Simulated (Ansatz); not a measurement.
Given:

End structure of C on the 1x1 (0001) surface of hcp Ti, one in a 2x2 cell, started at the site 'hollow Ti-Ti-Ti over Ti at depth 2.2 Å':

```xyz
17
Lattice="5.8773 0.0000 0.0000 -2.9386 5.0899 0.0000 0.0000 0.0000 26.0000" Properties=species:S:1:pos:R:3 pbc="T T T"
Ti     1.4693     0.8483     9.6168
Ti     0.0000     3.3932     9.6168
Ti     4.4080     0.8483     9.6168
Ti     2.9386     3.3932     9.6168
Ti     0.0000     1.6966    11.7793
Ti    -1.4693     4.2416    11.7793
Ti     2.9386     1.6966    11.7793
Ti     1.4693     4.2416    11.7793
Ti     1.4693     0.8483    14.2410
Ti    -0.0052     3.3902    14.1857
Ti     4.4080     0.8543    14.1857
Ti     2.9438     3.3902    14.1857
Ti    -0.0739     1.7393    16.4650
Ti    -1.4693     4.1563    16.4650
Ti     3.0125     1.7393    16.4650
Ti     1.4693     4.2416    16.3449
C      1.4693     0.8483    17.2556
```

Set-up: 17 atoms, 6.8 Å thick at the start under the adsorbate (thin: gaps and levels are the slab's own); mesh 6x6x1; 0.1 eV smearing; dipole correction on; 8 atoms held, the rest relaxed; start symmetry kept, larger cells not searched; no spin, no spin-orbit, no U, no dispersion correction. At the end it is bonded to 3 Ti. In PBE it is, or lies within 0.03 eV of, the lowest of the starts that converged.

A negative adsorption energy means that the adsorbate is more stable on the surface than in its reference.

### Question
What is the computed change of the work function (PBE run with Ansatz, a quantum-chemistry and plane-wave program)?

### Answer
0.41 eV

### Question
Give the adsorption energy against an atom of graphite at the level PBE.

### Answer
-0.036 eV

### Question
What is the computed work function of the top face (PBE)?

### Answer
4.81 eV

### Question
Give the change of the step from the bottom to the top vacuum level, against the clean slab at the level PBE.

### Answer
0.42 eV
